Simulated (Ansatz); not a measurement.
Defect migration in wurtzite ZnO: interstitial Ti, charge state +4. All values below come from PBE, PAW (plane waves to 420 eV; Ansatz, a quantum-chemistry and plane-wave program).

Cell of 72 host sites held at the relaxed PBE lattice; one k-point at (0.125, 0.250, 0.250); Fermi-Dirac width 0.01 eV, spin-restricted; finite-size errors left in. Static, classical nuclei. The charge state is imposed; whether it is stable for some Fermi level was not computed. Sites that were not tried may lie lower. The start lies 0.034 eV above the lowest site run (PBE).

Barriers: single points on a 2×2×2 k-point mesh shifted by half a step along c at the bands' geometries.

The step: a concerted move, in which Ti travels most; the atom moves 2.67 Å along (-0.08, 0.07, -0.50) of the unit cell; the moving atom starts with neighbours 2 O at 1.82, 2 O at 1.94 Å and ends with 2 O at 1.82, O at 1.94, O at 1.95 Å.

**Question.** Give the migration barrier of this step at the level PBE, PAW.

**Answer.** 2.22 eV, the same both ways. At the saddle the moving atom has neighbours 3 O at 1.80 Å. The saddle point's order was not checked, and it lies on a symmetry element of the cell, where a band can be held.
